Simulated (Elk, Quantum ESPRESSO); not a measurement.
# Equation of state of zinc-blende MgTe (space group 216): energy against volume (Elk, LDA)

```xyz
2
Lattice="0.0000 3.0852 3.0852 3.0852 0.0000 3.0852 3.0852 3.0852 0.0000" Properties=species:S:1:pos:R:3 pbc="T T T"
Mg     0.0000     0.0000     0.0000
Te     4.6277     4.6277     4.6277
```

Method of the run: LDA (PW92), all-electron FP-LAPW, Elk's shipped species files, APW+lo basis with extra local orbitals (Elk). Settings: xctype = 3; rgkmax = 8.55; stype = 3; swidth = 0.000367493 Ha; ngridk = 9 9 9; tforce = true; gmaxvr = 18 1/bohr; lmaxapw = 10; lmaxo = 8; nxlo = 2; lorbcnd = true; lradstp = 2; nrmtscf = 2; rmtscf = 0.99; lmaxi = 4; sphere radii = {Mg: 2.178, Te: 2.574} bohr. The cell above is the first row's. The rows scale it uniformly. In all rows fractional positions and the k mesh are held. E is the free energy at the stated smearing, counted from the lowest row.

| V (Å^3/atom) | E (meV/atom) |
|---|---|
| 29.3650 | 36.88 |
| 30.0034 | 21.55 |
| 30.6417 | 10.61 |
| 31.2801 | 3.63 |
| 31.9185 | 0.19 |
| 32.5569 | 0.00 |
| 33.1952 | 2.74 |
| 33.8336 | 8.03 |
| 34.4720 | ? |

Fit E of the 8 rows that show it with the third-order Birch-Murnaghan form, a cubic in V^(-2/3). With u = V^(-2/3) - 0.1002, the rows have u = 0.0048622, 0.0033666, 0.0019233, 0.0005290, -0.0008186, -0.0021221, -0.0033834, -0.0046051. Least squares gives E = 1.892 + 2795.5·u + 900963·u² + 856495·u³. Residuals (row less fit): -0.002, 0.002, 0.003, 0.007, -0.017, -0.009, 0.026, -0.011; standard error 0.018 (degrees of freedom: 4). Its minimum lies at u = -0.0015548, so V0 = (0.0986452)^(-3/2) = 32.28. There d²E/du² = 1794000 and d³E/du³ = 5139000, so B0 = (4/9) × 32.28^(-7/3) × 1794000 × 0.160218 = 38.5 GPa (the last factor turns the table's units into GPa), and B0' = 4 + (2/3) × 0.0986452 × (5139000)/1794000 = 4.2.

**Question.** Predict the withheld E at V = 34.4720 from the fit, and compare with the calculation.

**Answer.** u = -0.0057891, so E = 1.892 + 2795.5 × (-0.0057891) + 900963 × (-0.0057891)² + 856495 × (-0.0057891)³ = 15.737 meV/atom. The calculation gives 15.64 meV/atom, 0.097 meV/atom below the prediction (0.3 % of the range of E in the table). The row lies outside the fitted rows, so this is an extrapolation. From the scatter of the fitted rows alone, a prediction at this place has a standard error of 0.042 meV/atom, so the miss is 2.3 times that.

Carrying the step between the two nearest rows on in a straight line would have given 13.32, off by 2.32; series whose last step already gives the withheld value aren't shown. The scan was laid around a cell of about the measured size, scaled by a guess for this functional. This is a metastable polymorph. The runs keep the symmetry of the cell, so they don't test it for distortions. A plane-wave scan with the same functional (Quantum ESPRESSO, GBRV) gives V0 = 32.32 Å^3/atom and B0 = 38.9 GPa; a Birch-Murnaghan fit to all rows here lies -0.1 % from it in V0 and -1 % in B0; the two differ in basis, and may differ in potentials and mesh. Values depend on the basis (sphere radii, cutoffs, local orbitals), which need not be converged. Spin-orbit coupling is off. Sphere radii are the same in all rows. Cutoffs and mesh are single choices, not tested for convergence of this quantity. Series with a scatter that would blur these digits, or in which a gap closes, are not shown. Nor are scans whose minimum lies at an end fitted in this form.
